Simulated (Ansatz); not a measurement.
The starting structures come from a database of crystals and need not be the phases stable at ambient conditions.

 Where the default PAW files enter, the runs use the earlier of Ansatz's two default sets.

Inside the gap of an insulator the Bloch states are evanescent, with a wavenumber k + iκ along the transport direction.

Here is the system:

```xyz
6
Lattice="4.1643 0.0000 0.0000 0.0000 9.5022 0.0000 2.0821 0.0000 3.6064" Properties=species:S:1:pos:R:3 pbc="T T T"
Hg     0.5955     3.1674     1.0314
Hg     2.9733     6.3348     0.0000
Hg     2.6776     0.0000     2.5749
S      1.0445     7.9185     1.8091
S      2.0753     1.5837     0.0000
S      3.1266     4.7511     1.7972
```

Space group of this cell: P3_221. The cell was relaxed by PBE-D3(BJ); by PBEsol its mean pressure is -1.3 GPa.

Transport runs along the normal of the first two printed cell vectors, the (100) plane of the conventional cell.

The gap is the functional's own. No spin-orbit coupling. Mid-gap values are interpolated on the energy grid.

Q: Estimate the band gap and the smallest decay constant κ at mid-gap that PBEsol (Ansatz, a quantum-chemistry and plane-wave program) returns for this system.

A: Gap 1.21 eV on a 8×4×8 mesh; κ = 0.191 1/Å, at (0.000, 0.500) of the in-plane reciprocal vectors. At the zone centre, at the nearest computed energy, the slowest state has κ = 0.21 1/Å.
